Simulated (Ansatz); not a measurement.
## A computed series for TiSi2: response to strain

Start from TiSi2 (space group Cmcm, No. 63).

```
CELL_PARAMETERS angstrom
      1.75744    -6.67398     0.00000
      1.75744     6.67398     0.00000
      0.00000     0.00000     3.55712
ATOMIC_POSITIONS crystal
  Si 0.93996 0.06004 0.75000
  Si 0.06004 0.93996 0.25000
  Si 0.25043 0.74957 0.75000
  Si 0.74957 0.25043 0.25000
  Ti 0.60248 0.39752 0.75000
  Ti 0.39752 0.60248 0.25000
```

Cartesian axes are those of the cell as printed.

Strains are applied to the cell and any free atomic positions relax; under stress the whole cell relaxes.

Method: Ansatz (a first-principles code), PBEsol, PAW, cutoff 420 eV, spin-orbit coupling left out.

Notes on the quantities. energy relative to the base: free energy F.

| change | volume per atom | energy relative to the base |
|---|---|---|
| base | 13.91 Å³ | 0 meV/atom |
| uniaxial strain ε_yy = −0.35 % | 13.86 Å³ | +0.1 meV/atom |
| tensor shear ε_yz = +0.55 % | 13.91 Å³ | +0.7 meV/atom |
| uniaxial stress, 3 GPa tension along x | 13.99 Å³ | +1.7 meV/atom |
| uniaxial stress, 5 GPa compression along z | 13.79 Å³ | +3.9 meV/atom |
| tensor shear ε_xy = +2.90 % | 13.90 Å³ | +18 meV/atom |

Without a gap, meshes like the base's 14×14×13 leave anisotropic stresses uncertain by several tenths of a GPa, and small strain energies with them. Stability under load was not tested beyond the relaxation. The final runs are not spin-polarised.
